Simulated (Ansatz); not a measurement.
Worked example: self-consistent single point of NiRh (R3m, 2 atoms in the cell) in Ansatz (a quantum-chemistry and plane-wave program).

Level of theory: LDA (PW92), default PAW files made with PBE (plane waves; Ansatz).

```yaml
crystal:
  lattice:
    - [1.31807, 0.76099, 4.12404]
    - [-1.31807, 0.76099, 4.12404]
    - [0.00000, -1.52198, 4.12404]
  atoms:
    - { symbol: Ni, position: [0.00404, 0.00404, 0.00404] }
    - { symbol: Rh, position: [0.50000, 0.50000, 0.50000] }
```

Reference input (self-consistent single point, DFT, LDA (PW92), plane waves, default PAW files made with PBE): basis.ecutwfc = 30.9 Ry; kpoints.mp_grid.grid = 14 14 14; hamiltonian.xc = lda; hamiltonian.pseudopotentials = {kind: paw} (the program's default PAW files); scf.occupations.method = gaussian; scf.occupations.width = 0.0073 Ry. This run's input differs from it in these lines:

Ansatz 0.2 input:
```diff
@@ -11,2 +11,3 @@
   ecutwfc: 30.9 Ry
+  ecutrho_ratio: 2
 kpoints:
```

Output, abridged:

```
SCF iter   1: F=—  HF=-12051.839413 eV  |F-HF|=—  |Δ(HF+E_count)|=         —  Δρ=1.66e-2  dr2=4.18e-2  ethr=1.77e-3  ⟨swp⟩=4.9  Hψ=24222  notcnv=0
all-band conjugate gradients solve this SCF's bands
preconditioner: auto → none
SCF iter   2: F=—  HF=-12051.833954 eV  |F-HF|=—  |Δ(HF+E_count)|=   5.46e-3  Δρ=1.16e-2  dr2=5.61e-2  ethr=1.19e-4  ⟨swp⟩=2.7  Hψ=12721  notcnv=0  defer=18
   [... lines left out ...]
SCF iter   4: F=—  HF=-12051.829234 eV  |F-HF|=—  |Δ(HF+E_count)|=   5.10e-4  Δρ=1.00e-3  dr2=5.87e-5  ethr=2.06e-5  ⟨swp⟩=1.0  Hψ=6295  notcnv=0  defer=18
SCF iter   5: F=—  HF=-12051.829236 eV  |F-HF|=—  |Δ(HF+E_count)|=   1.98e-6  Δρ=1.89e-4  dr2=1.05e-5  ethr=1.68e-7  ⟨swp⟩=2.0  Hψ=10793  notcnv=0  defer=18
SCF iter   6: F=—  HF=-12051.829233 eV  |F-HF|=—  |Δ(HF+E_count)|=   2.06e-6  Δρ=6.34e-5  dr2=1.65e-6  ethr=3.00e-8  ⟨swp⟩=2.0  Hψ=8996  notcnv=0  defer=18
SCF iter   7: F=-12051.829233 eV  HF=-12051.829233 eV  |F-HF|=1.47e-8  |Δ(HF+E_count)|=   4.16e-7  Δρ=1.84e-5  dr2=3.34e-8  ethr=2.86e-10  ⟨swp⟩=4.2  Hψ=27257  notcnv=0
SCF 1 converged in 7 iterations: F = -12051.829233 eV  dr2 = 3.34e-8
Free energy (F): -12051.829233 eV
Internal energy: -12051.810430 eV  (E = F + TS)
E sigma→0 (E₀):  -12051.819832 eV
Entropy (-TS):   -0.018803 eV (-9.401 meV/atom)
Fermi energy:    19.884160 eV
--- Forces (eV/Å), atoms counted from 1 ---
  atom   1  Ni     0.00000000     0.00000002    -0.45853932
  atom   2  Rh     0.00000000    -0.00000002     0.45825243
--- Stress (GPa, compression-positive) ---
      -12.553921       0.000000      -0.000000
        0.000000     -12.553921      -0.000000
       -0.000000      -0.000000     -10.221557
  P = ⅓ Tr σ = -11.7765 GPa (-117.765 kbar)
  The stress holds the Pulay correction, which leaves out the density cutoff's part. Without it, at fixed plane waves, as pw.x and ABINIT print it …
settings of this run that can trade accuracy for cost: basis.ecutrho_ratio < 4. Do not mix this run's numbers with those of runs without the same settings …
```

The run converged in 7 iterations. Against the reference run the free energy drops by 3.8 meV/atom, the pressure goes from -12.13 to -11.78 GPa and the largest force stays at 0.459 eV/Å. The full log also holds: “WARN basis.ecutrho_ratio = 2 (ecutrho = 840.8318350010292 eV) is below the records' recommended cutoff”.

The starting cell comes from a database of computed structures (which also holds hypothetical and non-ambient phases and stackings), without a prior relaxation at this level. Its lattice was rescaled by up to half a per cent. One atom was moved a little off its site on purpose. Spin polarisation is off. Ansatz's pressure includes its estimate of the finite-basis (Pulay) stress. The cutoff lies below the one recommended for these files.
